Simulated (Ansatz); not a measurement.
Levels about the gap of amorphous Ti20O39F2 (61 atoms in a cell of 782 Å³, 3.44 g/cm³; zone centre alone, so wide bands show as single levels with stretches between that a denser mesh fills), at the geometry that PBE relaxed, where it gives 0.6 GPa on a denser mesh. The participation number counts the atoms over which a state spreads; weights are charges in smoothed Voronoi cells. The levels come from a single point, so bond lengths are those of that geometry. Method of the levels: r2SCAN, scalar-relativistic without spin-orbit coupling (Ansatz, a quantum-chemistry and plane-wave program). Sampling: the zone centre alone; Fermi-Dirac width 0.02 eV; no spin polarisation. At PBE the levels at the filled edge of the gap are localised (band-tail or defect states).

It comes from a melt-quench run on a machine-learned potential (CHGNet), relaxed afterwards by DFT. O and F atoms were pushed apart under 1.9 Å during the dynamics, to hinder bonds among them. The hot cell started wider than the set density and was brought back towards it in steps. It is the lowest in DFT energy of 2 quenches. It is a model cell: composition and starting density were chosen by hand, and all elements were melted together. No dispersion term was used. Its density started from a set value of 3.58 and ended at 3.44 g/cm³. The simulated quench (nominally 300 K/ps over its main leg) is rapid and tends to freeze in more defects than a deposited or slowly cooled glass has. One small periodic cell is one sample of the glass; other quenches scatter about these values. The volume was free in the relaxation, at fixed shape. Stress components on the final sampling reach 2.2 GPa. Cycles of charging lowered its energy after that relaxation.

```tsv
E - E(highest filled), eV	filling	participation number	largest on	weight O	weight Ti	weight F
-0.65	filled	11.4	O, 2 neighbours	0.91	0.08	0.00
-0.55	filled	13.7	O, 2 neighbours	0.93	0.07	0.00
-0.54	filled	19.1	O, 2 neighbours	0.90	0.09	0.01
-0.49	filled	16.4	O, 2 neighbours	0.93	0.07	0.01
-0.36	filled	16.5	O, 2 neighbours	0.92	0.08	0.00
-0.26	filled	16.4	O, 2 neighbours	0.91	0.08	0.01
0.00	filled	7.2	O, 3 neighbours	0.93	0.06	0.00
2.69	empty	7.7	Ti, 6 neighbours	0.19	0.81	0.00
2.70	empty	8.1	Ti, 6 neighbours	0.17	0.83	0.01
2.82	empty	13.2	Ti, 6 neighbours	0.15	0.84	0.01
2.85	empty	14.4	Ti, 6 neighbours	0.17	0.83	0.00
2.93	empty	17.1	Ti, 6 neighbours	0.16	0.84	0.00
2.99	empty	9.5	Ti, 6 neighbours	0.17	0.82	0.00
3.03	empty	17.2	Ti, 6 neighbours	0.16	0.83	0.00
```

Most localised among these is the filled level at +0.00 eV, on a O atom, which has 3 neighbours (Ti 1.92 Å, Ti 1.93 Å, Ti 2.16 Å).
